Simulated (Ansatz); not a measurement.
# VBiO4: pressure series

Take VBiO$_{4}$ (space group I4_1/a, No. 88; a = 5.1210 Å, c = 11.6231 Å) as the base.

Cell and atoms are relaxed at each pressure.

Computed with Ansatz (a quantum-chemistry and plane-wave program) r2SCAN, no SOC, earlier PAW set.

Candidates:
(a) pressure 2.1 GPa
(b) pressure 0.9 GPa
(c) pressure −1 GPa
(d) pressure −2 GPa

Before the change:

The band gap is 2.48 eV.

Order them by band gap, highest first.

(d) pressure −2 GPa (2.53 eV), (c) pressure −1 GPa (2.51 eV), (b) pressure 0.9 GPa (2.46 eV), (a) pressure 2.1 GPa (2.43 eV)

Spin-orbit coupling, missing from the scalar runs, can matter with Bi. Load acts through the strain it causes; cell and atoms are relaxed under it. Stability against distortions was not tested. Seeded moments were not kept for the base. The final runs are not spin-polarised.
